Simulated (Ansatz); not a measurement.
## AlB2-type HfB2, lattice parameter c

Reference value: 3.48 Å (measured, temperature not stated, copied from a table, unchecked, not corrected to a static lattice; as tabulated in Journal of Nuclear Materials 21, 14 (1967)).

| level (code) | value (Å) |
|---|---|
| LDA (Ansatz) | 3.421 |
| PBE (Ansatz) | 3.486 |
| rVV10 (Ansatz) | 3.508 |
| PBE0 (Ansatz) | 3.477 |
| Hartree–Fock (Ansatz) | … |

Complete the blanks.


- Hartree–Fock (Ansatz, a program for electronic structure), value (Å): 3.577

Differences against the reference: LDA -1.70 %, PBE +0.17 %, rVV10 +0.80 %, PBE0 -0.09 %, Hartree–Fock +2.79 %.

The reference's temperature isn't stated, so close values are not ranked against it.

The reference isn't brought to a static lattice, while the calculations are for one, so the differences are not the levels' errors alone.  Density-functional levels without +SOC have no spin–orbit coupling. Cutoffs and k meshes differ between the levels. Ansatz's density-functional and Hartree–Fock values are scalar-relativistic unless marked +SOC, with PAW data made under PBE.

Differences are worked out from the printed values.
